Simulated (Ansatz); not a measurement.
Base system: MgB$_{2}$ (space group I4/mmm, No. 139; a = 2.664 Å, c = 8.354 Å; a hypothetical phase, not in the database extracts checked; relaxed with 0.1 eV smearing). Axes: x, y, z lie along a, b, c of the conventional cell.

All numbers come from PBEsol (Ansatz, an electronic-structure program; PAW; 420 eV plane waves; no spin-orbit coupling).

Strains are applied to the cell and any free atomic positions relax; under stress the whole cell relaxes.

One change was made to it. Results:

The shortest interatomic distance rises by 0.0069 bohr, from 3.712 bohr to 3.718 bohr; the energy rises by 1.1 meV/atom.

Task: Which of these changes matches the shifts?
A. uniaxial strain ε_yy = +5.14 %
B. uniaxial stress, 3 GPa compression along z
C. isotropic strain +2.75 %

Result: B, uniaxial stress, 3 GPa compression along z. For comparison, the energy relative to the base in the other runs: isotropic strain +2.75 % gives +22 meV/atom; uniaxial strain ε_yy = +5.14 % gives +5.8 meV/atom.

Beyond what the load breaks, stability against distortions was not tested. All final runs are without spin polarisation.
